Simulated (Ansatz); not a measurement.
The starting structures come from a database of crystals and need not be the phases stable at ambient conditions.

Tunnelling through a barrier is set by its complex band structure: the current falls as exp(−2κd) with the smallest κ.

Data:

```
CELL_PARAMETERS angstrom
      6.41393     0.00000     0.00000
      0.00000     7.30536     0.00000
      3.20696     3.65268     6.94393
ATOMIC_POSITIONS crystal
  Rb 0.35507 0.69042 0.28986
  Rb 0.64493 0.30958 0.71014
  Rb 0.14493 0.98028 0.71014
  Rb 0.85507 0.01972 0.28986
  Si 0.75000 0.50000 0.00000
  Si 0.25000 0.50000 0.00000
  As 0.59537 0.75602 0.80926
  As 0.40463 0.24398 0.19074
  As 0.90463 0.56528 0.19074
  As 0.09537 0.43472 0.80926
```

The cell is taken as given; by PBEsol it stands under a pressure of -0.5 GPa.

Transport runs along the normal of the first two printed cell vectors.

The gap is the functional's own. No spin-orbit coupling. Mid-gap values are those at the computed energy nearest the middle.

Problem. Compute, with PBEsol (Ansatz, a quantum-chemistry and plane-wave program), the band gap and the smallest decay constant κ at mid-gap.

Solution. Gap 0.94 eV on a 6×6×6 mesh; κ = 0.136 1/Å, at the zone centre.
